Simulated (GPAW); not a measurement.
# Worked example: self-consistent single point of CsLiBr₂ (P4/nmm, 8 atoms in the cell) in GPAW

Method of the run: LDA (Perdew-Wang 92), GPAW PAW datasets LDA (gpaw-data 1.0.1) (plane waves; GPAW 25.7.0).

The input file:

```python
from ase import Atoms
from ase.units import GPa
from gpaw import GPAW

atoms = Atoms(['Cs', 'Cs', 'Li', 'Li', 'Br', 'Br', 'Br', 'Br'],
              cell=[[5.181240, 0.000000, 0.000000],
                    [0.000000, 5.181240, 0.000000],
                    [0.000000, 0.000000, 9.930060]],
              scaled_positions=[[0.000000, 0.500000, 0.300030],
                                [0.500000, 0.000000, 0.699970],
                                [0.500000, 0.000000, 0.082480],
                                [0.000000, 0.500000, 0.917520],
                                [0.000000, 0.500000, 0.665920],
                                [0.500000, 0.000000, 0.334080],
                                [0.000000, 0.000000, 0.000000],
                                [0.500000, 0.500000, 0.000000]],
              pbc=True)

calc = GPAW(mode={'name': 'pw', 'ecut': 550},
            xc='LDA',
            kpts={'size': (3, 3, 2), 'gamma': True},
            occupations={'name': 'fermi-dirac', 'width': 0.0},
            nbands=-6,
            convergence={'bands': -4},
            symmetry={'symmorphic': False, 'tolerance': 0.0005},
            maxiter=100,
            txt='-')

atoms.calc = calc

energy = atoms.get_potential_energy()
print('Energy (eV):', round(energy, 6))
forces = atoms.get_forces()
print('Forces (eV/Ang):')
print(forces.round(5))
stress = atoms.get_stress()
print('Stress (GPa, Voigt):', (stress / GPa).round(4))
```

The program printed (abridged):

```
Input parameters:
  convergence: {bands: -4}
  kpts: {gamma: True,
         size: (3, 3, 2)}
  maxiter: 100
  mode: {ecut: 550,
         name: pw}
  nbands: -6
  occupations: {name: fermi-dirac,
                width: 0.0}
  symmetry: {symmorphic: False,
             tolerance: 0.0005}

species:
  Cs:
    name: Caesium
    Z: 55.0
    valence: 9
    core: 46
    charge: 0.0
    file: Cs.LDA.gz

    # Using partial waves for Cs as LCAO basis

  Li:
    name: Lithium
    Z: 3.0
    valence: 1
    core: 2
    charge: 0.0
    file: Li.LDA.gz

    # Using partial waves for Li as LCAO basis

  Br:
    name: Bromine
    Z: 35.0
    valence: 7
    core: 28
    charge: 0.0
    file: Br.LDA.gz

    # Using partial waves for Br as LCAO basis

Reference energy: -706917.925676  # eV

Spin-paired calculation

Convergence criteria:
 Maximum [total energy] change in last 3 cyles: 0.0005 eV / valence electron
 Maximum integral of absolute [dens]ity change: 0.0001 electrons / valence electron
 Maximum integral of absolute [eigenst]ate change: 4e-08 eV^2 / valence electron
 Maximum number of scf [iter]ations: 100

Symmetries present (total): 16
Symmetries with fractional translations: 8
18 k-points: 3 x 3 x 2 Monkhorst-Pack grid + [0.000000,0.000000,1/4]
6 k-points in the irreducible part of the Brillouin zone
       k-points in crystal coordinates                weights
   0:     0.00000000    0.00000000    0.00000000          1/18
   1:     0.00000000    0.00000000    0.50000000          1/18
   2:     0.33333333    0.00000000    0.00000000          4/18
   3:     0.33333333    0.00000000    0.50000000          4/18
   4:     0.33333333    0.33333333    0.00000000          4/18
   5:     0.33333333    0.33333333    0.50000000          4/18

Wave functions: Plane wave expansion
  Cutoff energy: 550.000 eV
  Number of coefficients (min, max): 7750, 7832
  Pulay-stress correction: 0.000000 eV/Ang^3 (de/decut=0.000000)

Occupation numbers: # Zero width

Eigensolver

Densities:
  Coarse grid: 30*30*54 grid
  Fine grid: 60*60*108 grid
  Total Charge: 0.000000

Density mixing:
  Method: separate
  Backend: pulay
  Linear mixing parameter: 0.05
  old densities: 5
  Damping of long wavelength oscillations: 50

Hamiltonian:
  XC and Coulomb potentials evaluated on a 60*60*108 grid
  External potential:
    NoExternalPotential

Number of atoms: 8
Number of atomic orbitals: 34
Number of bands in calculation: 30
Number of valence electrons: 48
Bands to converge: 26

Density initialized from atomic densities
  30 bands from LCAO basis set

Atomic positions and initial magnetic moments

Positions:
   0 Cs     0.000000    2.590620    2.979316    ( 0.0000,  0.0000,  0.0000)
   1 Cs     2.590620    0.000000    6.950744    ( 0.0000,  0.0000,  0.0000)
   2 Li     2.590620    0.000000    0.819031    ( 0.0000,  0.0000,  0.0000)
   3 Li     0.000000    2.590620    9.111029    ( 0.0000,  0.0000,  0.0000)
   4 Br     0.000000    2.590620    6.612626    ( 0.0000,  0.0000,  0.0000)
   5 Br     2.590620    0.000000    3.317434    ( 0.0000,  0.0000,  0.0000)
   6 Br     0.000000    0.000000    0.000000    ( 0.0000,  0.0000,  0.0000)
   7 Br     2.590620    2.590620    0.000000    ( 0.0000,  0.0000,  0.0000)

Unit cell:
           periodic     x           y           z      points  spacing
  1. axis:    yes    5.181240    0.000000    0.000000    30     0.1727
  2. axis:    yes    0.000000    5.181240    0.000000    30     0.1727
  3. axis:    yes    0.000000    0.000000    9.930060    54     0.1839

  Lengths:   5.181240   5.181240   9.930060
  Angles:   90.000000  90.000000  90.000000

Effective grid spacing dv^(1/3) = 0.1764

     iter     time        total  log10-change:
                         energy   eigst   dens
iter:   1 --:--:--   -28.757313   -0.45
iter:   2 --:--:--   -28.641760   -1.33  -1.25
iter:   3 --:--:--   -28.132382   -1.37  -1.29
iter:   4 --:--:--   -28.065999   -1.73  -1.52
iter:   5 --:--:--   -28.073445   -2.32  -1.67
iter:   6 --:--:--   -28.043728   -2.29  -1.96
iter:   7 --:--:--   -28.042173   -2.07  -2.33
iter:   8 --:--:--   -28.041374c  -2.26  -2.42
iter:   9 --:--:--   -28.041030c  -2.64  -2.75
iter:  10 --:--:--   -28.040834c  -2.91  -2.96
iter:  11 --:--:--   -28.040826c  -3.44  -3.30
iter:  12 --:--:--   -28.040843c  -3.51  -3.35
iter:  13 --:--:--   -28.040828c  -4.18  -3.42
iter:  14 --:--:--   -28.040827c  -4.61  -3.56
iter:  15 --:--:--   -28.040820c  -4.80  -3.60
iter:  16 --:--:--   -28.040815c  -5.14  -3.88
iter:  17 --:--:--   -28.040815c  -5.82  -4.08c
iter:  18 --:--:--   -28.040815c  -5.90  -4.08c
iter:  19 --:--:--   -28.040815c  -6.45  -4.19c
iter:  20 --:--:--   -28.040814c  -6.67  -4.18c
iter:  21 --:--:--   -28.040814c  -7.40  -4.36c
iter:  22 --:--:--   -28.040814c  -7.77c -4.65c

Converged after 22 iterations.

Dipole moment: (-0.000000, -0.000000, 0.000000) |e|*Ang

Energy contributions relative to reference atoms: (reference = -706917.925676)

Kinetic:        +26.379443
Potential:      -27.283208
External:        +0.000000
XC:             -27.030936
Entropy (-ST):   +0.000000
Local:           -0.106113
SIC:             +0.000000
--------------------------
Free energy:    -28.040814
Extrapolated:   -28.040814

Showing only first 2 kpts
 Kpt  Band  Eigenvalues  Occupancy
  0    22      0.60466    2.00000
  0    23      0.60466    2.00000
  0    24      4.81066    0.00000
  0    25      6.01965    0.00000

  1    22      0.58446    2.00000
  1    23      0.58446    2.00000
  1    24      5.58734    0.00000
  1    25      5.73957    0.00000

Fermi level: 2.80225

Gap: 4.017 eV
Transition (v -> c):
  (s=0, k=4, n=23, [0.33, 0.33, 0.00]) -> (s=0, k=0, n=24, [0.00, 0.00, 0.00])
Direct/indirect transitions are different
Direct gap: 4.206 eV
Transition at: (s=0, k=0, n=23, [0.00, 0.00, 0.00])
Energy (eV): -28.040814

Forces in eV/Ang:
  0 Cs    0.00000    0.00000    0.00257
  1 Cs    0.00000    0.00000   -0.00257
  2 Li    0.00000    0.00000    0.04042
  3 Li    0.00000    0.00000   -0.04042
  4 Br    0.00000    0.00000    0.04993
  5 Br    0.00000    0.00000   -0.04993
  6 Br    0.00000    0.00000    0.00000
  7 Br    0.00000    0.00000    0.00000

Stress tensor:
     0.011132     0.000000     0.000000
     0.000000     0.011132     0.000000
     0.000000     0.000000     0.009669
Stress (GPa, Voigt): [1.7836 1.7836 1.5491 0.     0.     0.    ]
```

The run converged in 22 iterations. GPAW prints stress with tension positive.

The starting cell comes from a database of computed structures (which also holds hypothetical and non-ambient phases and stackings), without a prior relaxation at this level. Another mesh or the band path of this cell gives a smaller gap, so this value is not converged in the mesh.
